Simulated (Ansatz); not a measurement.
The reference is SnO (space group P4/nmm, No. 129; a = 3.8371 Å, c = 4.7588 Å; layered, stacked along the Cartesian z axis).

Level of theory: Kohn–Sham DFT with the PBE-D3(BJ) functional, run in Ansatz (a quantum-chemistry and plane-wave program) with PAW and 420 eV plane waves, without spin-orbit coupling.

```csv
level,band gap
PBE-D3(BJ),zero
```

Measured: band gap 0.7 eV (temperature not stated; as listed in David Waroquiers et al., Physical Review B (2013)).

Computed minus measured — band gap: PBE-D3(BJ) -0.70 eV. Measured values not marked as corrected hold thermal and zero-point effects that the static-lattice runs lack. A measured gap can be an optical one, lowered by exciton binding. Levels without spin-orbit coupling miss its effect on the gap.

Stability against distortions was not tested. The final runs are not spin-polarised. A zero or small gap of SnO can be the functional's error rather than a property of the material.
